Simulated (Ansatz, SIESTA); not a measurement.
**One structure in several programs: Sn2Ir (P1, 3 atoms in the cell)**

Self-consistent single point, at a second geometry (atoms moved at random). First geometry:

```
CELL_PARAMETERS angstrom
      0.00000     3.18352     3.18352
      3.18352     0.00000     3.18352
      3.18352     3.18352     0.00000
ATOMIC_POSITIONS crystal
  Sn 0.75000 0.75000 0.75000
  Sn 0.25000 0.25000 0.25000
  Ir 0.00000 0.00000 0.00000
```

Second geometry:
```yaml
crystal:
  lattice:
    - [0.00000, 3.18352, 3.18352]
    - [3.18352, 0.00000, 3.18352]
    - [3.18352, 3.18352, 0.00000]
  atoms:
    - { symbol: Sn, position: [0.74757, 0.75070, 0.75423] }
    - { symbol: Sn, position: [0.24509, 0.25164, 0.25712] }
    - { symbol: Ir, position: [0.00734, 0.99766, 0.98865] }
```

Shared settings, as Ansatz (a quantum-chemistry and plane-wave program) writes them: kpoints.mp_grid.grid = 12 12 12; scf.occupations.method = fermi_dirac; scf.occupations.width = 0.1 eV. Potentials and cutoffs stand in the table.

```json
[
 {"code": "SIESTA", "model": "GGA PBEsol, numerical atomic orbitals TZP, PseudoDojo PBEsol standard norm-conserving potentials (rewritten from UPF to PSML)", "ΔF from the first geometry (meV/atom)": "7.9", "pressure (GPa)": "-0.58", "largest force (eV/Å)": "0.638", "cutoff": "grid 300 Ry"},
 {"code": "Ansatz", "model": "PBEsol, PAW files made with PBE", "ΔF from the first geometry (meV/atom)": "6.9", "pressure (GPa)": "-0.90", "largest force (eV/Å)": "0.569", "cutoff": "420 eV"}
]
```

Size of the force on each atom (eV/Å): Sizes of forces hide their directions.

```json
[
 {"code": "SIESTA", "Sn1": "0.229", "Sn2": "0.423", "Ir3": "0.638"},
 {"code": "Ansatz", "Sn1": "0.206", "Sn2": "0.365", "Ir3": "0.569"}
]
```

On Ansatz's run: spin-orbit coupling is off. Spin polarisation is off.

The spread over the programs that give each value: ΔF from the first geometry within 1.0 meV/atom; pressure within 0.32 GPa; largest force within 0.069 eV/Å.

SIESTA uses small atom-centred bases, whose incompleteness enters pressures, forces and empty levels differently from a plane-wave cutoff. Ansatz's pressure is given at a fixed set of plane waves, as the other plane-wave codes print theirs.

The starting cell comes from a database of computed structures (which also holds hypothetical and non-ambient phases and stackings), without a prior relaxation at this level. For this run, on top of that: atoms moved at random.

Keys are those of Ansatz 0.2.
